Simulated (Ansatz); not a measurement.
The starting structures come from a database of crystals and need not be the phases stable at ambient conditions.

Evanescent states of GaSe (R3m, 4 atoms a cell, 24.5 Å³ an atom) along the normal of (001)

The numbers are results of PBEsol (plane waves, PAW; Ansatz, an electronic-structure program), not measurements.

The gap is the functional's own. No spin-orbit coupling. Mid-gap values are those at the computed energy nearest the middle.

Energies count from the valence-band top; κ is the least over a 12×12 mesh across the current.

| E (eV) | κ (1/Å) | where |
|---|---|---|
| 0.03 | 0.021 | Γ |
| 0.07 | 0.035 | Γ |
| 0.12 | 0.044 | Γ |
| 0.17 | (withheld) | Γ |
| 0.23 | (withheld) | Γ |
| 0.28 | (withheld) | Γ |
| 0.33 | (withheld) | Γ |
| 0.38 | (withheld) | Γ |
| 0.42 | (withheld) | Γ |
| 0.47 | (withheld) | Γ |
| 0.53 | (withheld) | Γ |
| 0.57 | 0.047 | Γ |
| 0.62 | 0.039 | Γ |
| 0.68 | 0.026 | Γ |

Task: Some entries are withheld; supply them.

Result: 
- 0.17, κ (1/Å): 0.050
- 0.23, κ (1/Å): 0.054
- 0.28, κ (1/Å): 0.057
- 0.33, κ (1/Å): 0.058
- 0.38, κ (1/Å): 0.059
- 0.42, κ (1/Å): 0.058
- 0.47, κ (1/Å): 0.056
- 0.53, κ (1/Å): 0.052
